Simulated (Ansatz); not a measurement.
## Response to strain in MoS2

Start from MoS$_{2}$ in the 3R-MoS2 type structure (space group R3m, No. 160; layered, stacked along the Cartesian z axis).

```
CELL_PARAMETERS angstrom
      1.58761     0.91661     6.19494
     -1.58761     0.91661     6.19494
      0.00000    -1.83321     6.19494
ATOMIC_POSITIONS crystal
  Mo 0.00000 0.00000 0.00000
  S  0.75030 0.75030 0.75030
  S  0.58300 0.58300 0.58300
```

Cartesian axes are those of the cell as printed.

Strains are applied to the cell and any free atomic positions relax.

Computed with Ansatz (a first-principles code), r2SCAN+rVV10, PAW, cutoff 500 eV, no SOC.

Candidates:
(a) tensor shear ε_yz = +3.15 %
(b) isotropic strain −1.00 %
(c) uniaxial strain ε_xx = −5.94 %

Before the change:

| Item | Value |
|---|---|
| Smallest direct gap | 1.79 eV |

Q: Order them by smallest direct gap, highest first.

A: (c) uniaxial strain ε_xx = −5.94 % (2.14 eV), (b) isotropic strain −1.00 % (1.91 eV), (a) tensor shear ε_yz = +3.15 % (1.77 eV)

Whether these cells are dynamically stable was not tested.
